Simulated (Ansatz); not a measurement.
How a calculation on the (101) slab of Ga (cut from a parent of space group no. 64; 24 atoms in the cell) responds to its settings

```
Ga
1.0
    6.29220     0.00000     0.00000
    0.00000     7.52200     0.00000
    0.00000     0.00000    22.47920
Ga
24
Cartesian
  0.79389   6.35082   8.58840
  1.34083   1.17118   9.12590
  5.46983   4.93218   7.00000
  6.01678   2.58982   7.53750
  2.32373   2.58982   7.00000
  2.87068   4.93218   7.53750
  3.93999   1.17118   8.58840
  4.48693   6.35082   9.12590
  4.02640   6.35082  11.76501
  4.57334   1.17118  12.30251
  2.41015   4.93218  10.17669
  2.95709   2.58982  10.71419
  5.55624   2.58982  10.17669
  6.10319   4.93218  10.71419
  0.88030   1.17118  11.76501
  1.42724   6.35082  12.30251
  0.96671   6.35082  14.94170
  1.51365   1.17118  15.47920
  5.64266   4.93218  13.35341
  6.18960   2.58982  13.89091
  2.49656   2.58982  13.35341
  3.04350   4.93218  13.89091
  4.11281   1.17118  14.94170
  4.65975   6.35082  15.47920
```

Base run A: PBEsol, PAW files made with PBE in Ansatz (a program for electronic structure), self-consistent single point.

Its settings: kpoints.mp_grid.grid = 3 3 1; hamiltonian.xc = pbesol; hamiltonian.pseudopotentials = {kind: paw} (the program's default PAW files); scf.occupations.method = methfessel_paxton; scf.occupations.width = 0.0073 Ry; efield.axis = 3; efield.dipole_correction = true.

The starting cell comes from a database of computed structures (which also holds hypothetical and non-ambient phases and stackings), without a prior relaxation at this level. The slab is cut from that crystal, and its faces are unrelaxed. Its lattice was rescaled in the plane by a random factor within 2.5 % of one. Without a gap this mesh is coarse (it stands for a supercell whose shortest in-plane vector is 19 Å).

ΔF is the free energy per atom less that of run A. 

Run A gave: largest force (eV/Å) 0.495; iterations 10.

Runs:
- B: scf.mixing.algorithm, scf.mixing.beta = anderson, 0.02
- C: scf.mixing.algorithm, scf.mixing.beta = anderson, 0.05
- D: scf.mixing.algorithm, scf.mixing.beta = anderson, 0.1
- E: scf.mixing.algorithm, scf.mixing.beta = anderson, 0.2
- F: scf.mixing.algorithm, scf.mixing.beta = anderson, 0.3
- G: scf.mixing.algorithm, scf.mixing.beta = anderson, 0.5
- H: scf.mixing.algorithm, scf.mixing.beta = anderson, 0.7
- I: scf.mixing.algorithm, scf.mixing.beta = anderson, 0.9
- J: scf.mixing.algorithm, scf.mixing.beta = anderson, 1

Task: Which runs reach the base run's state, and which is quickest in iterations?

Result: Runs B, C, D, E, F, G, H, I, J reached the same state as A (within 1 meV/atom). The fewest iterations to that state were 10 (A, G, H, I); the most were 38.

| run | ΔF (meV/atom) | largest force (eV/Å) | iterations |
|---|---|---|---|
| A | 0.00 | 0.495 | 10 |
| B | 0.00 | 0.495 | 38 |
| C | 0.00 | 0.495 | 25 |
| D | 0.00 | 0.495 | 17 |
| E | 0.00 | 0.495 | 14 |
| F | 0.00 | 0.495 | 13 |
| G | 0.00 | 0.495 | 10 |
| H | 0.00 | 0.495 | 10 |
| I | 0.00 | 0.495 | 10 |
| J | 0.00 | 0.495 | 11 |

Keys are those of Ansatz 0.2.
